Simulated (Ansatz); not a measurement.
Functionals compared on the (111) surface of fcc Ir in its 1x1 cell, outermost plane spacing 2.23 Å in the ideal cut, in Ansatz (plane waves, PAW). The structure was relaxed with PBE; the other rows are single points on it, each with its references at the same level. Cutoff 420 eV (500 eV for r2SCAN).

Slab: 6 atoms, 11.2 Å thick at the start; k 16x16x1, smearing 0.1 eV, dipole-corrected; all atoms relaxed; held to the start's symmetry, so lower structures may exist; no spin, no spin-orbit, no U. These notes are the PBE run's.

```json
[
 {"functional": "PBE", "surface energy (J/m²)": "2.29", "work function of the top face (eV)": "5.49", "rough cost of the single point": "–"},
 {"functional": "LDA", "surface energy (J/m²)": "2.88", "work function of the top face (eV)": "5.85", "rough cost of the single point": "roughly 12 core-seconds"},
 {"functional": "PBEsol", "surface energy (J/m²)": "2.72", "work function of the top face (eV)": "5.62", "rough cost of the single point": "around 13 core-seconds (rough)"},
 {"functional": "RPBE", "surface energy (J/m²)": "2.06", "work function of the top face (eV)": "5.33", "rough cost of the single point": "about 13 core-seconds (a rough figure)"},
 {"functional": "r2SCAN", "surface energy (J/m²)": "…", "work function of the top face (eV)": "…", "rough cost of the single point": "around 24 core-seconds (rough)"}
]
```

Problem. Some entries are withheld; supply them.

Solution. 
- r2SCAN, surface energy (J/m²): 2.56
- r2SCAN, work function of the top face (eV): 5.53

Ansatz is a first-principles code.
